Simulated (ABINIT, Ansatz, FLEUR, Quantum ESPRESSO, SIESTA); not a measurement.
## Code comparison for MgV2O4 (P-1, 7 atoms in the cell)

Self-consistent single point.

```xyz
7
Lattice="3.0657 0.0000 0.0000 -0.0095 5.2531 0.0000 -1.5180 -1.2686 4.9080" Properties=species:S:1:pos:R:3 pbc="T T T"
Mg    -0.0047     2.6265     0.0000
V      1.5328     3.3324     2.6385
V      0.0055     0.6521     2.2695
O      1.5406    -0.0911     3.4200
O     -0.0023     4.0756     1.4880
O      0.0056     2.2462     3.6424
O      1.5327     1.7383     1.2656
```
Moments meant for the start (each program seeds them in its own way; μB, in the order of the atoms Mg V V O O O O): 0.0 2.0 2.0 0.0 0.0 0.0 0.0.

All programs got the same cell, k-point mesh and kind of occupations, and the same starting moments (in Ansatz's words: kpoints.mp_grid.grid = 4 3 3; magnetization.spin_polarized = true; scf.occupations.method = fermi_dirac; scf.occupations.width = 0.05 eV); potentials, basis and cutoffs are each program's usual ones.

```tsv
code	model	pressure (GPa)	largest force (eV/Å)	size of the net moment (μB/atom)	k-points	cutoff
ABINIT	PBEsol, PAW (JTH v2.0 PBE PAW, files made for PBE)	-14.44	0.478	0.57	19	816 eV
Ansatz	PBEsol, PAW files made with PBE	-15.29	0.515	0.57	19	default
SIESTA	GGA PBEsol, numerical atomic orbitals DZP, PseudoDojo PBEsol standard norm-conserving potentials (rewritten from UPF to PSML)	-13.96	0.491	0.57	20	grid 350 Ry
Quantum ESPRESSO	PBEsol, GBRV 1.5 ultrasoft (PBESOL) pseudopotentials	-14.90	0.518	0.57	19	50 Ry
FLEUR	PBEsol, all-electron FLAPW (FLEUR), scalar-relativistic valence	–	0.543	0.57	19	Kmax 4.7 1/bohr
```

Size of the force on each atom (eV/Å): Sizes of forces hide their directions.

```tsv
code	Mg1	V2	V3	O4	O5	O6	O7
ABINIT	0.000	0.356	0.356	0.420	0.420	0.478	0.478
Ansatz	0.000	0.400	0.400	0.476	0.476	0.515	0.515
SIESTA	0.000	0.361	0.361	0.491	0.491	0.463	0.463
Quantum ESPRESSO	0.000	0.398	0.398	0.472	0.472	0.518	0.518
FLEUR	0.000	0.446	0.446	0.543	0.543	0.516	0.516
```

A dash marks a value that a program does not give, or that is left out as unsure.

The spread over the programs that give each value: pressure within 1.33 GPa; largest force within 0.065 eV/Å; size of the net moment within 0.00 μB/atom.

The starting cell comes from a database of computed structures (which also holds hypothetical and non-ambient phases and stackings), without a prior relaxation at this level. Its lattice was rescaled by a random factor within 2.5 % of one. On Ansatz's run: The magnetic order is the one reached from the typed start; others were not searched systematically. In the base run, with a pressure of about -15 GPa the cell is away from its equilibrium volume at this level. Without a gap this mesh is coarse (it stands for a supercell whose shortest vector is 12 Å).

**Question.** Why do the programs differ, and what cannot be compared?

**Answer.** Differences of this kind can come from the potentials, where these differ, and from what each basis and cutoff leave unconverged. The zero of total energies and Fermi levels follows the potentials and each program's conventions, so they are not compared here. SIESTA uses small atom-centred bases, whose incompleteness enters pressures, forces and empty levels differently from a plane-wave cutoff. FLEUR treats all electrons, but the usual bases taken here (sphere radii, linearisation, local orbitals, empty states) were not tested for convergence, so the values are no reference for the others. Ansatz's pressure is given at a fixed set of plane waves, as the other plane-wave codes print theirs; with its correction for the finite basis it is -14.80 GPa (the shift of 0.50 GPa shows how far the cutoff is from converged). Site moments depend on each program's spheres or projections; the total moment of the cell does not. The programs reduce the same mesh by symmetry to different extents, which changes the work and not the result. In the force vectors, SIESTA (by 0.124) lies more than 0.08 eV/Å from the median of the plane-wave programs.

The shared mesh is coarse (it stands for a supercell whose shortest vector is 12 Å), so the values are not converged in it.

Left out of this page: GPAW (stopped by limits of time or memory).

Ansatz is an electronic-structure program.

Keys are those of Ansatz 0.2.
